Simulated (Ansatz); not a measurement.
The reference is AlRu in the CsCl type structure (space group Pm-3m, No. 221; a = 2.9832 Å; relaxed with 0.1 eV smearing). Axes: x, y, z lie along the cube axes.

Calculations: DFT with r2SCAN, PAW potentials and a 500 eV plane-wave cutoff in Ansatz (a first-principles code), without spin-orbit coupling.

Strains are applied to the cell and any free atomic positions relax; under biaxial strain the out-of-plane vector relaxes too.

One change was made to it. Results:

```json
[
 {"quantity": "pressure (mean of the normal stresses, compression positive)", "base": "0.0 GPa", "after": "2.5 GPa"},
 {"quantity": "energy relative to the base (free energy F)", "base": "0 meV/atom", "after": "+2.6 meV/atom"}
]
```

Problem. Which of these changes matches the shifts?
A) biaxial strain −1.25 %, plane normal [111], relaxed out of plane
B) biaxial strain −0.83 %, plane normal [111], relaxed out of plane
C) biaxial strain −0.42 %, plane normal [111], relaxed out of plane
D) biaxial strain −1.67 %, plane normal [111], relaxed out of plane

Solution. B, biaxial strain −0.83 %, plane normal [111], relaxed out of plane. For comparison, the energy relative to the base in the other runs: biaxial strain −1.25 %, plane normal [111], relaxed out of plane gives +5.9 meV/atom; biaxial strain −1.67 %, plane normal [111], relaxed out of plane gives +11 meV/atom; biaxial strain −0.42 %, plane normal [111], relaxed out of plane gives +0.7 meV/atom.

No phonon test of stability was made. All final runs are without spin polarisation.
